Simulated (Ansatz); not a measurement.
Fermi-surface data of Ti3AlC (Pm-3m)

Consider the following.

```xyz
5
Lattice="4.1406 0.0000 0.0000 0.0000 4.1406 0.0000 0.0000 0.0000 4.1406" Properties=species:S:1:pos:R:3 pbc="T T T"
Ti     2.0703     2.0703     0.0000
Ti     0.0000     2.0703     2.0703
Ti     2.0703     0.0000     2.0703
Al     0.0000     0.0000     0.0000
C      2.0703     2.0703     2.0703
```

These are PBEsol, rigid bands (plane waves, PAW, scalar-relativistic; Ansatz, a program for electronic structure) values and carry that method's errors. How the cell was made: cell and atoms relaxed with PBEsol.

```yaml
density of states at the Fermi level: 2.69 states/(eV·cell), both spins
bare Sommerfeld coefficient: 1.27 mJ/(mol of atoms·K²)
drude_plasma_energy: 3.1 eV
root-mean-square Fermi velocity: 3.1e5 m/s
resistivity times τ: 51 ×10⁻²² Ω·m·s
```

A metal at this level (no band gap); rigid bands, thermally averaged at 300 K, both spins. Spin-orbit coupling is left out. τ is one relaxation time for all states.

Computed structure, not matched to a measured one here, so possibly hypothetical: Ti3AlC (Pm-3m).
